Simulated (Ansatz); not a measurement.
Given:

```yaml
crystal:
  lattice:
    - [3.95200, 0.00000, 0.00000]
    - [0.00000, 3.95200, 0.00000]
    - [0.00000, 0.00000, 3.97571]
  atoms:
    - { symbol: K, position: [0.00000, 0.00000, 0.00000] }
    - { symbol: Ta, position: [0.50000, 0.50000, 0.50000] }
    - { symbol: O, position: [0.50000, 0.00000, 0.50000] }
    - { symbol: O, position: [0.00000, 0.50000, 0.50000] }
    - { symbol: O, position: [0.50000, 0.50000, 0.00000] }
```

No spin polarisation.

Calculations: LDA, PAW, 420 eV (Ansatz, a quantum-chemistry and plane-wave program; without spin-orbit coupling). k-mesh 8×8×8 (Γ-centred); smearing 0.05 eV (Fermi–Dirac).

### Question
What is the computed band gap?

### Answer
2.11 eV.

### Question
Estimate the gap character.

### Answer
Indirect, A → Γ.

### Question
What is the computed smallest direct gap?

### Answer
2.71 eV.

Spin-orbit coupling, missing from the scalar runs, can matter with Ta. The cells carry an imposed strain or load. Whether these cells are dynamically stable was not tested. The cell was made from KTaO$_{3}$ in the cubic perovskite structure (space group Pm-3m, No. 221) by this change: uniaxial strain ε_zz = +0.60 %.
